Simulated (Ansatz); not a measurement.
Where the default PAW files enter, the runs use the earlier of Ansatz's two default sets.

Consider the following.

```
CELL_PARAMETERS angstrom
      4.21239     0.00000     0.00000
      0.00000     4.21239     0.00000
      0.00000     0.00000     4.21239
ATOMIC_POSITIONS crystal
  Ba 0.00000 0.00000 0.00000
  Zr 0.50000 0.50000 0.50000
  O  0.50000 0.00000 0.50000
  O  0.00000 0.50000 0.50000
  O  0.50000 0.50000 0.00000
```

Space group of this cell: Pm-3m, cubic perovskite. The cell is taken as given; by r2SCAN its mean pressure is -0.9 GPa.

Transport runs along the normal of the first two printed cell vectors, the (001) plane of the conventional cell.

No gap correction and no spin-orbit coupling; mid-gap values are interpolated between computed energies.

### Question
Compute, with r2SCAN in Ansatz (a program for electronic structure), the band gap and the smallest decay constant κ at mid-gap.

### Answer
Gap 3.72 eV on a 8×8×8 mesh; κ = 0.294 1/Å, at the zone centre.
